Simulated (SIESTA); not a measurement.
Worked example: self-consistent single point of RePt (R-3m, 2 atoms in the cell) in SIESTA.

Level of theory: LDA PW92, numerical atomic orbitals DZP, PseudoDojo LDA standard norm-conserving potentials (rewritten from UPF to PSML) (SIESTA).

The change in words: lattice scaled by 0.98. Reference geometry:
```xyz
2
Lattice="1.3862 0.8003 4.5727 -1.3862 0.8003 4.5727 0.0000 -1.6006 4.5727" Properties=species:S:1:pos:R:3 pbc="T T T"
Re     0.0000     0.0000     6.8591
Pt     0.0000     0.0000     0.0000
```

Reference input (self-consistent single point, DFT, LDA PW92, numerical atomic orbitals DZP, PseudoDojo LDA standard norm-conserving potentials (rewritten from UPF to PSML)): XC.functional = LDA; XC.authors = PW92; potentials = PseudoDojo LDA standard; PAO.BasisSize = DZP; PAO.EnergyShift = 0.005 Ry; MeshCutoff = 350 Ry; kgrid.MonkhorstPack = 15 15 15; OccupationFunction = FD; ElectronicTemperature = 136 meV; MaxSCFIterations = 150; SCF.Mixer.Method = Pulay; SCF.Mixer.Weight = 0.2. This run's input differs from it in these lines:

```diff
@@ -12,5 +12,5 @@
 %block LatticeVectors
-     1.386190000    0.800317000    4.572727000
-    -1.386190000    0.800317000    4.572727000
-     0.000000000   -1.600634000    4.572727000
+     1.358466000    0.784311000    4.481272000
+    -1.358466000    0.784311000    4.481272000
+     0.000000000   -1.568621000    4.481272000
 %endblock LatticeVectors
```

Output (repeated stretches shortened):

```
        iscf     Eharris(eV)        E_KS(eV)     FreeEng(eV)     dDmax    Ef(eV) dHmax(eV)
   scf:    1    -5887.356439    -5911.575968    -5911.656926  1.467259 -1.384394 16.158686
   scf:    2    -5907.247564    -5915.982842    -5916.062530  0.835823 -1.911395  9.935258
   scf:    3    -5919.239621    -5918.429068    -5918.515091  0.179612 -2.141178  3.803822
   scf:    4    -5918.779481    -5918.791579    -5918.888365  0.333559 -2.877540  1.246701
   scf:    5    -5918.771986    -5918.865928    -5918.960177  0.058415 -2.844008  0.646473
   [... 2 lines left out ...]
   scf:    8    -5918.881231    -5918.883459    -5918.978934  0.009188 -2.863397  0.072678
   scf:    9    -5918.883950    -5918.883827    -5918.979193  0.001961 -2.862657  0.002286
   scf:   10    -5918.883815    -5918.883821    -5918.979193  0.000122 -2.862797  0.001085
   scf:   11    -5918.883814    -5918.883818    -5918.979193  0.000040 -2.862820  0.000229
SCF Convergence by DM+H criterion
max |DM_out - DM_in|         :     0.0000397582
max |H_out - H_in|      (eV) :     0.0002292042
SCF cycle converged after 11 iterations

Using DM_out to compute the final energy and forces

siesta: E_KS(eV) =            -5918.8838

siesta: E_KS - E_eggbox =     -5918.8838

siesta: Atomic forces (eV/Ang):
     1   -0.000000    0.000000    0.000000
     2   -0.000000   -0.000000   -0.000000
   Tot   -0.000000   -0.000000    0.000000
   Max    0.000000
   Res    0.000000    sqrt( Sum f_i^2 / 3N )
   Max    0.000000    constrained

Stress tensor Voigt[x,y,z,yz,xz,xy] (kbar):      -33.00      -33.00      -37.76        0.00        0.00       -0.00
(Free)E + p*V (eV/cell)    -5918.3608
Target enthalpy (eV/cell)    -5918.9792

siesta: Program's energy decomposition (eV):
siesta: FreeEng =     -5918.979193

   [... lines left out ...]
siesta: Cell volume =         28.647680 Ang**3
siesta:          34.58593077         34.58593077  kBar
   [... lines left out ...]
               5dz2    5dxz    5dx2-y2
   2 18.125   1.906   1.064  -0.241   1.965   1.958   1.965   0.319   0.366
              0.319   1.815   1.796   1.657   1.796   1.815  -0.084  -0.069

             -0.071  -0.069  -0.084

mulliken: Qtot =       33.000

Mulliken Atomic Populations:
Atom #   charge [q] valence [e]  Species
     1     0.125261   14.874739  Re
     2    -0.125261   18.125261  Pt
 Total     0.000000
```

The run converged in 11 iterations. Against the reference run the free energy falls by 43.7 meV/atom and the pressure goes from -17.71 to 3.46 GPa.

The starting cell comes from a database of computed structures (which also holds hypothetical and non-ambient phases and stackings), without a prior relaxation at this level. For this run, on top of that: lattice scaled by 0.98. Spin polarisation is off. Values carry the incompleteness of an atom-centred basis. With a pressure of about 3 GPa the cell is away from its equilibrium volume at this level.

Cost on one core of a shared machine: roughly 2 min.
